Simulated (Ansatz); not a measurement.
The starting structures come from a database of crystals and need not be the phases stable at ambient conditions.

```
Bi2O5Si
1.0
    5.48119     0.00000     0.00000
    2.74059     7.59122     0.00000
    0.00000     0.00000     5.32649
Si Bi O
2 4 10
Direct
  0.32165   0.00000   0.30076
  0.67835   0.00000   0.80076
  0.05478   0.33054   0.74448
  0.94522   0.66946   0.24448
  0.38532   0.66946   0.74448
  0.61468   0.33054   0.24448
  0.23945   0.49970   0.51500
  0.76055   0.50030   0.01500
  0.73915   0.50030   0.51500
  0.26085   0.49970   0.01500
  0.08262   0.18260   0.32252
  0.91738   0.81740   0.82252
  0.26522   0.81740   0.32252
  0.73478   0.18260   0.82252
  0.52505   0.00000   0.53322
  0.47495   0.00000   0.03322
```

Space group of this cell: Cmc2_1. The cell is taken as given.

Transport runs along the normal of the first two printed cell vectors.

The gap is the functional's own, uncorrected, and κ follows it; spin-orbit coupling is left out. Mid-gap values are interpolated between the computed energies.

Problem. Estimate the band gap and the smallest decay constant κ at mid-gap that r2SCAN (Ansatz, a first-principles code) returns for this system.

Solution. Gap 3.29 eV on a 6×6×6 mesh; κ = 0.291 1/Å, at the zone centre.
